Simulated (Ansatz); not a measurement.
End structure of Cu on the 1x1 (111) surface of fcc Pd, one in a 1x1 cell, started at the site 'hollow Pd-Pd-Pd over Pd at depth 4.5 Å':

```yaml
crystal:
  lattice:
    - [2.78861, 0.00000, 0.00000]
    - [-1.39431, 2.41501, 0.00000]
    - [0.00000, 0.00000, 26.00000]
  atoms:
    - { symbol: Pd, position: [0.33333, 0.66667, 0.36893] }
    - { symbol: Pd, position: [0.66667, 0.33333, 0.45653] }
    - { symbol: Pd, position: [0.00000, 0.00000, 0.54387] }
    - { symbol: Pd, position: [0.33333, 0.66667, 0.63224] }
    - { symbol: Cu, position: [0.66667, 0.33333, 0.71142] }
```

Slab: 5 atoms, 6.8 Å thick at the start under the adsorbate (thin: gaps and levels are the slab's own); k 12x12x1, smearing 0.1 eV, dipole-corrected; 2 atoms held, the rest relaxed; held to the start's symmetry, so lower structures may exist; no spin, no spin-orbit, no U, no dispersion correction. At the end it is bonded to 3 Pd. In PBE it is, or lies within 0.03 eV of, the lowest of the starts that converged.

A negative adsorption energy means that the adsorbate is more stable on the surface than in its reference.

Q: Estimate the change of the work function that PBE in Ansatz (a first-principles code) returns for this input.

A: -0.63 eV

Q: What work function of the top face does PBE give?

A: 4.60 eV

Q: Estimate the change of the step from the bottom to the top vacuum level, against the clean slab that PBE returns for this input.

A: -0.59 eV

Q: What is the computed adsorption energy against an atom of fcc Cu (PBE)?

A: -0.031 eV
